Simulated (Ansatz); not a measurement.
Band structure of Mg₆NbCu (Amm2, 8 atoms in the cell).

```xyz
8
Lattice="4.8366 0.0000 0.0000 0.0000 3.0263 5.4043 0.0000 -3.0263 5.4043" Properties=species:S:1:pos:R:3 pbc="T T T"
Mg     0.0000     1.4602     6.3286
Mg     0.0000    -1.4602     6.3286
Mg     0.0000     0.0000     3.5735
Mg     2.4183     1.5580     4.5246
Mg     2.4183    -1.5580     4.5246
Mg     2.4183     0.0000     1.8036
Nb     2.4183     0.0000     7.3277
Cu     0.0000     0.0000     8.8230
```

Method: LDA (PW92), PAW files made with PBE (plane waves; Ansatz, a program for electronic structure).

Settings: basis.ecutwfc = 420 eV; kpoints.mp_grid.grid = 3 3 3; hamiltonian.xc = lda; hamiltonian.pseudopotentials = {kind: paw} (the program's default PAW files); scf.occupations.method = fermi_dirac; scf.occupations.width = 0.05 eV; kpoints.band_path.npoints = 8.

The starting cell comes from a database of computed structures (which also holds hypothetical and non-ambient phases and stackings), without a prior relaxation at this level. Spin polarisation is off.

Levels in eV from the Fermi level, bands 43 to 50:
| point | 43 | 44 | 45 | 46 | 47 | 48 | 49 | 50 |
|---|---|---|---|---|---|---|---|---|
| Γ | -1.61 | -1.41 | -1.13 | -0.34 | -0.34 | -0.17 | 1.02 | 1.27 |
| X | -0.96 | -0.95 | -0.73 | 0.53 | 0.97 | 0.98 | 1.33 | 1.36 |
| S | -1.02 | -0.70 | -0.47 | 0.36 | 0.52 | 0.57 | 1.72 | 1.86 |
| R | -1.75 | -1.72 | -1.37 | -0.47 | 0.41 | 0.45 | 0.89 | 1.26 |
| A | -2.64 | -0.65 | -0.28 | -0.13 | 0.03 | 0.42 | 0.73 | 2.29 |
| Z | -1.24 | -1.20 | -1.07 | -0.58 | -0.35 | -0.16 | 0.11 | 0.19 |
| Y | -1.10 | -0.81 | -0.21 | 0.16 | 0.42 | 0.53 | 1.31 | 2.00 |
| X1 | -0.96 | -0.95 | -0.73 | 0.53 | 0.97 | 0.98 | 1.33 | 1.36 |
| A1 | -2.64 | -0.65 | -0.28 | -0.13 | 0.03 | 0.42 | 0.73 | 2.29 |
| T | -1.85 | -1.57 | -1.07 | -0.19 | 0.41 | 0.52 | 1.18 | 1.23 |

Bands cross the Fermi level along this path, so the cell is metallic at this level.

Keys are those of Ansatz 0.2.
